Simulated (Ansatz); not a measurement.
Where the default PAW files enter, the runs use the earlier of Ansatz's two default sets.

The decay constant κ of evanescent states in the gap governs leakage through a thin film.

Here is the system:

```xyz
5
Lattice="3.9308 0.0000 0.0000 -1.9654 3.4042 0.0000 0.0000 0.0000 6.1120" Properties=species:S:1:pos:R:3 pbc="T T T"
La     1.9654     1.1347     4.6069
La     0.0000     2.2694     1.5050
O      1.9654     1.1347     2.1643
O      0.0000     2.2694     3.9476
O      0.0000     0.0000     0.0000
```

Space group of this cell: P-3m1. The cell is taken as given; by r2SCAN its mean pressure is 0.6 GPa.

Transport runs along the normal of the first two printed cell vectors, the (001) plane of the conventional cell.

The gap is the functional's own, uncorrected, and κ follows it; spin-orbit coupling is left out. Mid-gap means the computed energy nearest the middle.

Q: Give the band gap and the smallest decay constant κ at mid-gap that Ansatz (a first-principles code) with r2SCAN yields.

A: Gap 4.22 eV on a 12×12×6 mesh; κ = 0.419 1/Å, at the zone centre.
